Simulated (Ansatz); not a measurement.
Given:

End structure of a constructed model of the (111) surface of fcc Cu, a pseudomorphic layer of Mg in the host's stacking (bottom of the slab: a bare face, its two planes held):

```xyz
7
Lattice="2.5668 0.0000 0.0000 -1.2834 2.2229 0.0000 0.0000 0.0000 29.0000" Properties=species:S:1:pos:R:3 pbc="T T T"
Cu     0.0000     1.4819     8.0433
Cu     1.2834     0.7410    10.1391
Cu     0.0000     0.0000    12.2310
Cu     0.0000     1.4819    14.3296
Cu     1.2834     0.7410    16.4269
Cu     0.0000     0.0000    18.5322
Mg     0.0000     1.4819    20.8958
```

Model: 7-atom slab, 12.9 Å thick at the start with caps and adatoms (thin: gaps and levels are the slab's own), 17x17x1 mesh, Fermi-Dirac 0.1 eV, dipole correction, 2 atoms held, the rest relaxed; symmetry of the start imposed; no spin, no spin-orbit, no U. In PBE it is, or lies within 0.01 eV a 1x1 cell of, the lowest of the 2 structures of its composition computed so far; subsurface sites and larger cells were not tried.

**Question.** What work function of the top face does PBE run with Ansatz (a program for electronic structure) give?

**Answer.** 4.05 eV
